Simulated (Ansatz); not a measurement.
Antifluorite K2Se, treated with HSE06+SOC in Ansatz (plane waves, PAW).

The input as run:

Ansatz 0.2 input:
```yaml
crystal:
  lattice:
    - [0.0, 3.838, 3.838]
    - [3.838, 0.0, 3.838]
    - [3.838, 3.838, 0.0]
  atoms:
    - { symbol: K, position: [0.25, 0.25, 0.25] }
    - { symbol: K, position: [0.75, 0.75, 0.75] }
    - { symbol: Se, position: [0.0, 0.0, 0.0] }
basis:
  ecutwfc: 460
  ecutrho_ratio: 4
  xc_grid: 2
kpoints:
  mp_grid: { grid: [6, 6, 6] }
hamiltonian:
  xc: hse06
  dispersion: none
  pseudopotentials: { kind: paw }
scf:
  occupations: { method: fermi_dirac, width: 0.01 }
  convergence: { dr2_threshold: 0.0000000003 }
output:
  forces: true
  stress: true
  eigenvalues: true
magnetization:
  noncollinear: true
  spin_orbit: true
```

The run printed, among other lines:

```
WARN output.stress: scf.exx.energy_threshold = 1e-6 eV is looser than the 3e-8 eV advised for a stress under a hybrid functional (1e-8 eV for each atom of the …
Crystal: 3 atoms, lattice volume = 113.069 Å³
Basis set: ecut = 460 eV, 2637 PW (Γ), exchange–correlation on 80×80×80 points (8 copies of the dense FFT grid, shifted against one another)
Bands: 42, of which v1, the nominal top of the filled ones, is band 34 counted from 1 (33 counted from 0)
Symmetry: 48 space group operations + 48 with time reversal
k-points: 16 of 216
Initial density: superposition of atomic densities (chi_scale 0.1, normalization cell, long waves kept (reshape's long-wave potential 0.00 eV rms))
Crystal: 3 atoms, lattice volume = 113.069 Å³
Initial density: handed on by an earlier stage of this run
Crystal: 3 atoms, lattice volume = 113.069 Å³
SCF 3 converged in 6 iterations: F = -8550.438157 eV  dr2 = 1.53e-10
Free energy (F): -8550.438157 eV
Internal energy: -8550.438157 eV  (E = F + TS)
E sigma→0 (E₀):  -8550.438157 eV
Fermi energy:    3.750235 eV
--- Stress (GPa, compression-positive) ---
        0.192293       0.000000       0.000000
        0.000000       0.192293      -0.000000
        0.000000      -0.000000       0.192293
  P = ⅓ Tr σ = 0.1923 GPa (1.923 kbar)
```

The PAW data were made under PBE.

Note: cell and atoms aren't relaxed at this level.

Cost on a shared machine: around 15 core-minutes (rough).

Ansatz is a program for electronic structure.
